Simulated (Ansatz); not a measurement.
The reference is Li in the bcc (W type) structure (space group Im-3m, No. 229; a = 3.4343 Å).

Method: Ansatz (a first-principles code) PBEsol, no spin-orbit coupling.

One change was made to it. Results:

```json
[
 {"quantity": "shortest interatomic distance", "base": "297.4 pm", "after": "291.6 pm"},
 {"quantity": "density", "base": "0.57 g/cm³", "after": "0.60 g/cm³"}
]
```

What was done to the base?
A) pressure 9 GPa
B) pressure 2.1 GPa
C) pressure −1 GPa
D) pressure 0.9 GPa

D, pressure 0.9 GPa. For comparison, the shortest interatomic distance in the other runs: pressure −1 GPa gives 305.9 pm; pressure 2.1 GPa gives 285.3 pm; pressure 9 GPa gives 263.7 pm.

Load acts through the strain it causes; cell and atoms are relaxed under it. Stability against distortions was not tested. Measured, Li leaves this structure (for fcc) near 7.5 GPa (temperature not stated; as listed in Olga Degtyareva, NATO science for peace and security series. B, Physics and biophysics (2010)).
